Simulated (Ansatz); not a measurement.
# Effect of biaxial strain +4.93 %, plane normal [110], relaxed out of plane on Mo

Consider Mo in the bcc (W type) structure (space group Im-3m, No. 229; a = 3.130 Å). Axes: x, y, z lie along the cube axes.

Modification: biaxial strain +4.93 %, plane normal [110], relaxed out of plane (Cartesian); in-plane vectors clamped, the third vector and the atoms free.

Method: PBEsol (Ansatz, an electronic-structure program; PAW; 420 eV plane waves; without spin-orbit coupling). Settings: 21×21×21 k-points, 0.05 eV Fermi–Dirac smearing.

```tsv
quantity	base	changed	shift
shortest interatomic distance	2.710 Å	2.676 Å	-0.034 Å
energy relative to the base (free energy F)	0 meV/atom	+89 meV/atom	+89 meV/atom
pressure (mean of the normal stresses, compression positive)	0.0 GPa	-11.4 GPa	-11.35 GPa
band gap	zero	zero	–
out-of-plane strain (rough)	–	-4.51 %	–
mean in-plane stress (compression positive) (rough)	–	-17.0 GPa	–
```

Final structure (turned so that z lies along the plane normal):

```yaml
crystal:
  lattice:
    - [2.84390, 0.00000, 0.00000]
    - [-0.94797, 2.68126, 0.00000]
    - [0.94797, 1.34063, 2.11315]
  atoms:
    - { symbol: Mo, position: [0.00000, 0.00000, 0.00000] }
```

Without a gap, meshes like the base's 21×21×21 leave anisotropic stresses uncertain by several tenths of a GPa, and small strain energies with them. Whether these cells are dynamically stable was not tested. All final runs are without spin polarisation.
